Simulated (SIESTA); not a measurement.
## Worked example: self-consistent single point of TcRu (P-6m2, 2 atoms in the cell) in SIESTA

Computed with GGA PBEsol, numerical atomic orbitals DZP, PseudoDojo PBEsol standard norm-conserving potentials (rewritten from UPF to PSML) run with SIESTA 5.4.2.

The input file:

```
# files in the folder: Tc.psml Ru.psml (PseudoDojo PBEsol standard)
SystemName  TcRu
SystemLabel siesta

NumberOfAtoms                2
NumberOfSpecies              2
%block ChemicalSpeciesLabel
  1 43 Tc
  2 44 Ru
%endblock ChemicalSpeciesLabel
LatticeConstant              1.0 Ang
%block LatticeVectors
     2.776632000    0.000000000    0.000000000
    -1.388316000    2.404634000    0.000000000
     0.000000000    0.000000000    4.394835000
%endblock LatticeVectors
AtomicCoordinatesFormat      ScaledCartesian
%block AtomicCoordinatesAndAtomicSpecies
     0.000000000    0.000000000    0.000000000  1
    -0.000001388    1.603090135    2.197417500  2
%endblock AtomicCoordinatesAndAtomicSpecies

XC.functional                GGA
XC.authors                   PBEsol
PAO.BasisSize                DZP
PAO.EnergyShift              0.005 Ry
MeshCutoff                   300 Ry
%block kgrid.MonkhorstPack
   11   0   0  0.0
    0  11   0  0.0
    0   0   6  0.0
%endblock kgrid.MonkhorstPack
OccupationFunction           MP
OccupationMPOrder            0
ElectronicTemperature        0.136 eV

MaxSCFIterations             150
SCF.Mixer.Method             Broyden
SCF.Mixer.Weight             0.1
SCF.Mixer.History            8
SCF.DM.Tolerance             1.0E-05
Diag.ParallelOverK           true
WriteForces                  true
Charge.Mulliken              end
```

Log, with long lists cut:

```
reinit: Reading from file input.fdf

reinit: System Name: TcRu
reinit: System Label: siesta

coor:   Atomic-coordinates input format  =     Cartesian coordinates
coor:                                          (in units of alat)

siesta: Atomic coordinates (Bohr) and species
siesta:      0.00000   0.00000   0.00000  1        1
siesta:     -0.00000   3.02940   4.15252  2        2

siesta: System type = bulk

initatomlists: Number of atoms, orbitals, and projectors:      2    38    36

siesta: ******************** Simulation parameters ****************************
redata: Spin configuration                          = none
redata: Time-Reversal Symmetry                      = T
redata: Number of Atomic Species                    =        2
redata: Mesh Cutoff                                 =   300.0000 Ry
redata: Net charge of the system                    =     0.0000 |e|
redata: Min. number of SCF Iter                     =        0
redata: Max. number of SCF Iter                     =      150
redata: SCF convergence failure will abort job
redata: SCF mix quantity                            = Hamiltonian
redata: Mix DM or H after convergence               =   F
redata: Recompute H after scf cycle                 =   F
redata: Mix DM in first SCF step                    =   T
redata: No kicks to SCF
redata: DM Mixing Weight for Kicks                  =     0.5000
redata: Require Harris convergence for SCF          =   F
redata: Harris energy tolerance for SCF             =     0.000100 eV
redata: Require DM convergence for SCF              =   T
redata: DM tolerance for SCF                        =     0.000010
redata: Require EDM convergence for SCF             =   F
redata: EDM tolerance for SCF                       =     0.001000 eV
redata: Require H convergence for SCF               =   T
redata: Hamiltonian tolerance for SCF               =     0.001000 eV
   [... lines left out ...]
diag: Used triangular part                          = Lower
diag: Absolute tolerance                            =  0.100E-15
diag: Orthogonalization factor                      =  0.100E-05
diag: Memory factor                                 =  1.0000

superc: Internal auxiliary supercell:     9 x     9 x     5  =     405
superc: Number of atoms, orbitals, and projectors:    810  15390  14580

                        Single-point calculation

superc: Internal auxiliary supercell:     9 x     9 x     5  =     405
superc: Number of atoms, orbitals, and projectors:    810  15390  14580

outcell: Unit cell vectors (Ang):
        2.776632    0.000000    0.000000
       -1.388316    2.404634    0.000000
        0.000000    0.000000    4.394835

outcell: Cell vector modules (Ang)   :    2.776632    2.776632    4.394835
outcell: Cell angles (23,13,12) (deg):     90.0000     90.0000    120.0000
outcell: Cell volume (Ang**3)        :     29.3434
new_DM -- step:     1
Initializing Density Matrix...

Attempting to read DM from file... Failed...
DM filled with atomic data:

InitMesh: MESH = 30 x 30 x 48 = 43200
InitMesh: Mesh cutoff (required, used) =   300.000   329.685 Ry

stepf: Methfessel-Paxton step function
       Using Hermite-Gauss polynomials of order  0
        iscf     Eharris(eV)        E_KS(eV)     FreeEng(eV)     dDmax    Ef(eV) dHmax(eV)
   scf:    1    -4960.153554    -5030.178230    -5030.189829  1.086626 -4.370351 25.946782
   scf:    2    -5050.280654    -5054.241577    -5054.258567  0.699660 -4.759933  7.100436
   scf:    3    -5055.510445    -5055.058787    -5055.075927  0.127314 -4.970938  3.878111
   scf:    4    -5056.315391    -5055.964789    -5055.978702  0.304803 -5.846824  0.521321
   scf:    5    -5055.975871    -5055.973601    -5055.987716  0.019070 -5.783694  0.038237
   scf:    6    -5055.968870    -5055.972171    -5055.986359  0.007815 -5.803165  0.184657
   [... 7 lines left out ...]
   scf:   14    -5055.973674    -5055.973673    -5055.987865  0.000019 -5.800566  0.000244
   scf:   15    -5055.973674    -5055.973674    -5055.987865  0.000014 -5.800577  0.000222
   scf:   16    -5055.973674    -5055.973674    -5055.987865  0.000012 -5.800584  0.000195
   scf:   17    -5055.973674    -5055.973674    -5055.987865  0.000010 -5.800590  0.000171
   scf:   18    -5055.973674    -5055.973674    -5055.987865  0.000009 -5.800592  0.000135
SCF Convergence by DM+H criterion
max |DM_out - DM_in|         :     0.0000091451
max |H_out - H_in|      (eV) :     0.0001347964
SCF cycle converged after 18 iterations

Using DM_out to compute the final energy and forces

siesta: E_KS(eV) =            -5055.9737

siesta: E_KS - E_eggbox =     -5055.9737

siesta: Atomic forces (eV/Ang):
     1    0.000014   -0.000008    0.000000
     2   -0.000019    0.000011   -0.000000
   Tot   -0.000005    0.000003    0.000000
   Max    0.000019
   Res    0.000011    sqrt( Sum f_i^2 / 3N )
   Max    0.000019    constrained

Stress tensor Voigt[x,y,z,yz,xz,xy] (kbar):      188.41      188.46      183.15        0.00        0.00        0.04
(Free)E + p*V (eV/cell)    -5059.4067
Target enthalpy (eV/cell)    -5055.9879

siesta: Program's energy decomposition (eV):
siesta: Ebs     =      -991.682107
siesta: Eions   =      8236.955367
siesta: Ena     =      1850.414497
siesta: Ekin    =      1613.809667
siesta: Enl     =       484.619375
siesta: Eso     =         0.000000
siesta: Edftu   =         0.000000
siesta: DEna    =        57.740114
siesta: DUscf   =         1.455487
siesta: DUext   =         0.000000
siesta: Ex      =      -768.265225
siesta: Ec      =       -58.792221
siesta: Exc     =      -827.057446
siesta: Eharris =     -5055.973674
siesta: Etot    =     -5055.973674
siesta: FreeEng =     -5055.987865

siesta: Stress tensor (static) (eV/Ang**3):
siesta:     0.117598    0.000026    0.000000
siesta:     0.000026    0.117628    0.000000
siesta:     0.000000    0.000000    0.114311

siesta: Cell volume =         29.343363 Ang**3

siesta: Pressure (static):
siesta:                Solid            Molecule  Units
siesta:          -0.00126898         -0.00126898  Ry/Bohr**3
siesta:          -0.11651207         -0.11651225  eV/Ang**3
siesta:        -186.67291909       -186.67319803  kBar

mulliken: Atomic and Orbital Populations:

Species: Tc
Atom  Qatom  Qorb
               4s      5s      5s      4py     4pz     4px     5py     5pz
               5px     4dxy    4dyz    4dz2    4dxz    4dx2-y2 4dxy    4dyz
               4dz2    4dxz    4dx2-y2
   1 14.859   1.888  -0.118   0.445   1.968   1.962   1.968   0.332   0.344
              0.332   1.343   1.235   1.321   1.235   1.343  -0.167  -0.121

             -0.161  -0.121  -0.167

Species: Ru
Atom  Qatom  Qorb
               4s      5s      5s      4py     4pz     4px     5py     5pz
               5px     4dxy    4dyz    4dz2    4dxz    4dx2-y2 4dxy    4dyz
               4dz2    4dxz    4dx2-y2
   2 16.141   1.921  -0.315   0.615   1.956   1.951   1.956   0.380   0.360
              0.380   1.447   1.486   1.511   1.486   1.447  -0.074  -0.078

             -0.137  -0.078  -0.074

mulliken: Qtot =       31.000

Mulliken Atomic Populations:
Atom #   charge [q] valence [e]  Species
     1     0.141260   14.858740  Tc
     2    -0.141260   16.141260  Ru
 Total     0.000000
```

The run converged in 18 iterations.

The starting cell comes from a database of computed structures (which also holds hypothetical and non-ambient phases and stackings), without a prior relaxation at this level. Its lattice was rescaled by a random factor within 2.5 % of one. Spin polarisation is off. Values carry the incompleteness of an atom-centred basis. With a pressure of about -19 GPa the cell is away from its equilibrium volume at this level.
